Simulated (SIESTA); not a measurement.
Input and output of a self-consistent single point for AgNO₃ (P1, 5 atoms in the cell) (SIESTA).

Level of theory: GGA PBEsol, numerical atomic orbitals DZP, PseudoDojo PBEsol standard norm-conserving potentials (rewritten from UPF to PSML) (SIESTA).

The change in words: atoms moved at random. Reference geometry:
```
AgNO3
1.0
    2.52771     1.45938     2.80851
   -2.52771     1.45938     2.80851
    0.00000    -2.91875     2.80851
Ag N O
1 1 3
Direct
  0.99804   0.99804   0.99804
  0.57411   0.57411   0.57411
  0.43488   0.43488   0.85948
  0.85948   0.43488   0.43488
  0.43488   0.85948   0.43488
```

Reference input (self-consistent single point, DFT, GGA PBEsol, numerical atomic orbitals DZP, PseudoDojo PBEsol standard norm-conserving potentials (rewritten from UPF to PSML)): XC.functional = GGA; XC.authors = PBEsol; potentials = PseudoDojo PBEsol standard; PAO.BasisSize = DZP; PAO.EnergyShift = 0.01 Ry; MeshCutoff = 350 Ry; kgrid.MonkhorstPack = 6 6 6; OccupationFunction = FD; ElectronicTemperature = 10 meV; MaxSCFIterations = 150; SCF.Mixer.Method = Broyden; SCF.Mixer.Weight = 0.1. This run's input differs from it in these lines:

```diff
@@ -19,7 +19,7 @@
 %block AtomicCoordinatesAndAtomicSpecies
-     0.998040000    0.998040000    0.998040000  1
-     0.574110000    0.574110000    0.574110000  2
-     0.434875000    0.434875000    0.859480000  3
-     0.859480000    0.434875000    0.434875000  3
-     0.434875000    0.859480000    0.434875000  3
+     0.997018000    0.994917000    0.988894000  1
+     0.579009000    0.561594000    0.582916000  2
+     0.433042000    0.444102000    0.855971000  3
+     0.848315000    0.443162000    0.432294000  3
+     0.443995000    0.857604000    0.441305000  3
 %endblock AtomicCoordinatesAndAtomicSpecies
```

The program printed (abridged):

```
        iscf     Eharris(eV)        E_KS(eV)     FreeEng(eV)     dDmax    Ef(eV) dHmax(eV)
   scf:    1    -5802.635607    -5825.943615    -5825.943615  1.665579 -2.354244 13.841014
   scf:    2    -5833.152712    -5829.796141    -5829.796141  0.179125 -2.808317  9.191468
   scf:    3    -5834.813357    -5833.149479    -5833.149479  0.347239 -3.554145  1.536476
   scf:    4    -5833.231370    -5833.213992    -5833.213992  0.065626 -3.868249  0.766575
   scf:    5    -5833.245458    -5833.235088    -5833.235088  0.020681 -3.982145  0.272162
   [... 6 lines left out ...]
   scf:   12    -5833.240201    -5833.240200    -5833.240200  0.000057 -3.975975  0.002285
   scf:   13    -5833.240201    -5833.240200    -5833.240200  0.000061 -3.976086  0.001636
   scf:   14    -5833.240201    -5833.240201    -5833.240201  0.000053 -3.976182  0.001072
   scf:   15    -5833.240201    -5833.240201    -5833.240201  0.000041 -3.976247  0.000672
SCF Convergence by DM+H criterion
max |DM_out - DM_in|         :     0.0000405922
max |H_out - H_in|      (eV) :     0.0006717678
SCF cycle converged after 15 iterations

Using DM_out to compute the final energy and forces

siesta: E_KS(eV) =            -5833.2402

siesta: E_KS - E_eggbox =     -5833.2402

siesta: Atomic forces (eV/Ang):
     1    0.083818   -0.088277   -0.030190
     2   -4.859101    2.926010    0.049099
     3    0.739945   -6.801727    0.021693
     4    6.794640    2.732217   -0.095528
     5   -2.763843    1.234158    0.054802
   Tot   -0.004540    0.002381   -0.000123
   Max    6.801727
   Res    3.074717    sqrt( Sum f_i^2 / 3N )
   Max    6.801727    constrained

Stress tensor Voigt[x,y,z,yz,xz,xy] (kbar):     -187.53     -196.45       61.36       -0.35        8.90      -34.41
   [... lines left out ...]
siesta: FreeEng =     -5833.240201
siesta: Cell volume =         62.161406 Ang**3
siesta:         107.53958633        -65.53177089  kBar
   [... lines left out ...]
   5  6.113   1.534   0.152   1.490   1.493   1.097   0.076   0.038   0.181
              0.017   0.007   0.006   0.013   0.008

mulliken: Qtot =       42.000

Mulliken Atomic Populations:
Atom #   charge [q] valence [e]  Species
     1     0.087913   18.912087  Ag
     2     0.063205    4.936795  N
     3    -0.020654    6.020654  O
     4    -0.017629    6.017629  O
     5    -0.112834    6.112834  O
 Total    -0.000000
```

The run converged in 15 iterations. Against the reference run the free energy goes up by 110 meV/atom, the pressure goes from 2.15 to 10.75 GPa, the largest force goes from 2.598 to 7.324 eV/Å and the gap on the mesh goes from 1.478 to 1.572 eV.

The starting cell comes from a database of computed structures (which also holds hypothetical and non-ambient phases and stackings), without a prior relaxation at this level. Its lattice was rescaled by a random factor within 2.5 % of one. For this run, on top of that: atoms moved at random. Values carry the incompleteness of an atom-centred basis. With a pressure of about 11 GPa the cell is away from its equilibrium volume at this level. Forces in this geometry exceed 1 eV/Å.
